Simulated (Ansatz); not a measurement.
CoSi2: Co vacancy, symmetric start

The parent structure is a 27-atom supercell of CoSi2 (space group Fm-3m, No. 225; a = 5.312 Å; non-magnetic) at its relaxed geometry.

It is then changed as follows: one Co atom is removed, atoms relaxed at fixed cell.

Calculations: Ansatz (a quantum-chemistry and plane-wave program) PBEsol, scalar-relativistic without spin-orbit coupling. Γ-centred 6×6×6 mesh, Fermi–Dirac width 0.05 eV.

```json
{
 "pressure": "-2.6 GPa (base 0.0 GPa)",
 "energy_gained_by_relaxation": "0.15 eV",
 "mean_distance_from_the_defect_site_to_its_nearest_host_atoms": "2.25 Å (base 2.30 Å)"
}
```

Cost of the whole job for the changed cell (relaxation, final SCF and bands): very roughly 16 core-minutes.

Other magnetic orders, which the real material may have, were not ruled out. The cell is small, so the values are those of an ordered compound at a high defect concentration; dilute-limit values will differ. The defect started on the symmetric site and kept its symmetry, so it may sit on a saddle. Seeded moments were not kept for Co vacancy and the base. Spin-polarised in the final run: Co vacancy; the other runs are not. An odd electron count without spin: CoSi2. The defect cell is spin-polarised and ends with 0.0 μB.
